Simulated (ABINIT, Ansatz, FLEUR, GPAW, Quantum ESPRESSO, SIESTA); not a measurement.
# In2Ag (I4/mcm, 6 atoms in the cell) computed with different codes at matched settings

Self-consistent single point, at a second geometry (lattice scaled by 0.98). First geometry:

```yaml
crystal:
  lattice:
    - [-3.47150, 3.47150, 2.78740]
    - [3.47150, -3.47150, 2.78740]
    - [3.47150, 3.47150, -2.78740]
  atoms:
    - { symbol: In, position: [0.34544, 0.15456, 0.50000] }
    - { symbol: In, position: [0.65456, 0.84544, 0.50000] }
    - { symbol: In, position: [0.15456, 0.65456, 0.80912] }
    - { symbol: In, position: [0.84544, 0.34544, 0.19088] }
    - { symbol: Ag, position: [0.75000, 0.75000, 0.00000] }
    - { symbol: Ag, position: [0.25000, 0.25000, 0.00000] }
```

Shared settings, as Ansatz (a quantum-chemistry and plane-wave program) writes them: kpoints.mp_grid.grid = 5 5 5; scf.occupations.method = fermi_dirac; scf.occupations.width = 0.0073 Ry. Potentials and cutoffs stand in the table.

| code | model | ΔF from the first geometry (meV/atom) | pressure (GPa) | largest force (eV/Å) | cutoff |
|---|---|---|---|---|---|
| FLEUR | LDA (Vosko-Wilk-Nusair), all-electron FLAPW (FLEUR), scalar-relativistic valence | -18.4 | – | 0.036 | Kmax 4.1 1/bohr |
| SIESTA | LDA PW92, numerical atomic orbitals DZP, PseudoDojo LDA standard norm-conserving potentials (rewritten from UPF to PSML) | -21.5 | -0.54 | 0.007 | grid 350 Ry |
| Quantum ESPRESSO | LDA (PZ), GBRV 1.5 ultrasoft (LDA) pseudopotentials | -18.6 | -1.73 | 0.035 | 40 Ry |
| ABINIT | LDA (PW92), PAW (JTH v2.0 LDA PAW) | -18.4 | -0.94 | 0.031 | 544 eV |
| GPAW | LDA (Perdew-Wang 92), GPAW PAW datasets LDA (gpaw-data 1.0.1) | -20.9 | -0.62 | 0.049 | 600 eV |
| Ansatz | LDA (PW92), PAW files made with PBE | -18.5 | -0.28 | 0.036 | default |

For Quantum ESPRESSO (by 1.4 GPa) and ABINIT (by 0.7 GPa) the energy change implies a higher mean pressure, against the two pressures, than for the other programs: a sign of finite-basis (Pulay) stress.

A dash marks a value that a program does not give, or that is left out as unsure.

The spread over the programs that give each value: ΔF from the first geometry within 3.1 meV/atom; pressure within 1.45 GPa; largest force within 0.042 eV/Å.

SIESTA uses small atom-centred bases, whose incompleteness enters pressures, forces and empty levels differently from a plane-wave cutoff. FLEUR treats all electrons, but the usual bases taken here (sphere radii, linearisation, local orbitals, empty states) were not tested for convergence, so the values are no reference for the others. Ansatz's pressure is given at a fixed set of plane waves, as the other plane-wave codes print theirs; with its correction for the finite basis it is -0.25 GPa. The same LDA comes in different parametrisations, which differ slightly.

The starting cell comes from a database of computed structures (which also holds hypothetical and non-ambient phases and stackings), without a prior relaxation at this level. For this run, on top of that: lattice scaled by 0.98.

Keys are those of Ansatz 0.2.
